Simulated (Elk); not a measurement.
Elk run on NaI (Fm-3m, 2 atoms in the cell): self-consistent single point.

Method: Elk with PBE, all-electron FP-LAPW, Elk's shipped species files, APW+lo basis with extra local orbitals.

The change in words: lattice scaled by 0.98. Reference geometry:
```yaml
crystal:
  lattice:
    - [0.00000, 3.23500, 3.23500]
    - [3.23500, 0.00000, 3.23500]
    - [3.23500, 3.23500, 0.00000]
  atoms:
    - { symbol: Na, position: [0.00000, 0.00000, 0.00000] }
    - { symbol: I, position: [0.50000, 0.50000, 0.50000] }
```

Reference input (self-consistent single point, DFT, PBE, all-electron FP-LAPW, Elk's shipped species files, APW+lo basis with extra local orbitals): xctype = 20; rgkmax = 7.5; stype = 3; swidth = 0.00183747 Ha; ngridk = 9 9 9; tforce = true; gmaxvr = 18 1/bohr; lmaxapw = 10; lmaxo = 8; nxlo = 2; lorbcnd = true; lradstp = 2. This run's input differs from it in these lines:

```diff
@@ -43,5 +43,5 @@
 avec
-    0.0000000000    6.1132640132    6.1132640132
-    6.1132640132    0.0000000000    6.1132640132
-    6.1132640132    6.1132640132    0.0000000000
+    0.0000000000    5.9909987329    5.9909987329
+    5.9909987329    0.0000000000    5.9909987329
+    5.9909987329    5.9909987329    0.0000000000
```

Log, with long lists cut:

```
│ Self-consistent loop started │
│ Loop number : 1 │
 total energy                :     -7288.51327660
│ Loop number : 2 │
 total energy                :     -7288.44711358
RMS change in Kohn-Sham potential (target) :   0.4680099837     (  0.1000000000E-05)
Absolute change in total energy (target)   :   0.6616302178E-01 (  0.1000000000E-03)
│ Loop number : 3 │
 total energy                :     -7285.30345527
RMS change in Kohn-Sham potential (target) :   0.2519092439     (  0.1000000000E-05)
Absolute change in total energy (target)   :    3.160199067     (  0.1000000000E-03)
│ Loop number : 4 │
   [... lines left out ...]
Absolute change in total energy (target)   :   0.7431267777E-03 (  0.1000000000E-03)
│ Loop number : 13 │
 total energy                :     -7281.62888573
RMS change in Kohn-Sham potential (target) :   0.1017664533E-06 (  0.1000000000E-05)
Absolute change in total energy (target)   :   0.1803095493E-03 (  0.1000000000E-03)
│ Loop number : 14 │
 total energy                :     -7281.62887907
RMS change in Kohn-Sham potential (target) :   0.1460367754E-07 (  0.1000000000E-05)
Absolute change in total energy (target)   :   0.5174482703E-04 (  0.1000000000E-03)
Convergence targets achieved

│ Loop number : 15 │

Energies :
 Fermi                       :     0.852053054544E-01
 total energy                :     -7281.62887982

Density of states at Fermi energy :   0.5444734008E-07
 (states/Hartree/unit cell)

Estimated indirect band gap :   0.1393770452
 from k-point      1 to k-point      1
Estimated direct band gap   :   0.1393770452
 at k-point      1

Charges :
 core                        :    38.00000000
 valence                     :    26.00000000
 interstitial                :    2.970772356
 muffin-tins (core leakage)
  species :    1 (Na)
   atom    1                 :    10.02665261     ( -0.8881784197E-15)
  species :    2 (I)
   atom    1                 :    51.00257503     (  0.2018580156E-03)
 total in muffin-tins        :    61.02922764
   [... lines left out ...]
   total force               :     0.00000000   -0.00000000   -0.00000000
   total magnitude           :     0.00000000
 species :    2 (I)
  atom :    1
   Hellmann-Feynman          :     0.00000000    0.00000000    0.00000000
   IBS                       :    -0.00000000   -0.00000000   -0.00000000
   total force               :    -0.00000000    0.00000000    0.00000000
   total magnitude           :     0.00000000
```

The run converged in 15 iterations. The count includes the last loop, which Elk runs after its targets are met. Against the reference run the free energy rises by 12.9 meV/atom and the gap on the mesh goes from 3.624 to 3.793 eV.

The starting cell has typed, rounded lattice constants, without a prior relaxation at this level. For this run, on top of that: lattice scaled by 0.98. Spin-orbit coupling is off. Values depend on the basis (sphere radii, cutoffs, local orbitals), which need not be converged.

Cost on one core of a shared machine: roughly 40 s.
